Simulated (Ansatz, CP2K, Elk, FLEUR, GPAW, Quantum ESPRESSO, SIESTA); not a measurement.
As (R-3m, 2 atoms in the cell) computed with different codes at matched settings

Self-consistent single point, at a second geometry (lattice scaled by 0.98). First geometry:

```
As
1.0
    1.85038     1.06831     3.65099
   -1.85038     1.06831     3.65099
    0.00000    -2.13663     3.65099
As
2
Direct
  0.22443   0.22443   0.22443
  0.77557   0.77557   0.77557
```

Shared settings, as Ansatz (a quantum-chemistry and plane-wave program) writes them: kpoints.mp_grid.grid = 9 9 9; scf.occupations.method = fermi_dirac; scf.occupations.width = 0.0073 Ry. Potentials and cutoffs stand in the table.

| code | model | ΔF from the first geometry (meV/atom) | pressure (GPa) | largest force (eV/Å) | cutoff |
|---|---|---|---|---|---|
| Elk | PBE, all-electron FP-LAPW, Elk's shipped species files, APW+lo basis with extra local orbitals | 62.3 | – | – | rgkmax 7.5 |
| GPAW | PBE, GPAW PAW datasets PBE (gpaw-data 1.0.1) | 66.2 | 11.46 | 1.200 | 600 eV |
| Quantum ESPRESSO | PBE, SSSP 1.1.2 efficiency (PBE) pseudopotentials | 65.6 | 11.29 | 1.173 | 35 Ry |
| SIESTA | GGA PBE, numerical atomic orbitals DZP, PseudoDojo PBE standard norm-conserving potentials (rewritten from UPF to PSML) | 104.9 | 16.72 | 2.204 | grid 400 Ry |
| CP2K | PBE, GPW, DZVP-MOLOPT-SR-GTH basis, GTH-PBE potentials (GTH_POTENTIALS) | 70.0 | 11.96 | 1.318 | grid 400 Ry |
| FLEUR | PBE, all-electron FLAPW (FLEUR), scalar-relativistic valence | 71.3 | – | 1.241 | Kmax 3.6 1/bohr |
| Ansatz | PBE, default PAW files | 63.6 | 11.05 | 1.112 | default |

A dash marks a value that a program does not give, or that is left out as unsure.

The spread over the programs that give each value: ΔF from the first geometry within 42.6 meV/atom; pressure within 5.67 GPa; largest force within 1.092 eV/Å.

SIESTA and CP2K use small atom-centred bases, whose incompleteness enters pressures, forces and empty levels differently from a plane-wave cutoff. Elk and FLEUR treat all electrons, but the usual bases taken here (sphere radii, linearisation, local orbitals, empty states) were not tested for convergence, so the values are no reference for the others. Ansatz's pressure is given at a fixed set of plane waves, as the other plane-wave codes print theirs. In the pressure, SIESTA (by 5.43) lies more than 1 GPa from the median of the plane-wave programs. In the force vectors, SIESTA (by 1.032) and CP2K (by 0.145) lie more than 0.08 eV/Å from the median of the plane-wave programs.

The starting cell comes from a database of computed structures (which also holds hypothetical and non-ambient phases and stackings), without a prior relaxation at this level. Its lattice was rescaled by a random factor within 2.5 % of one. For this run, on top of that: lattice scaled by 0.98.

Keys are those of Ansatz 0.2.
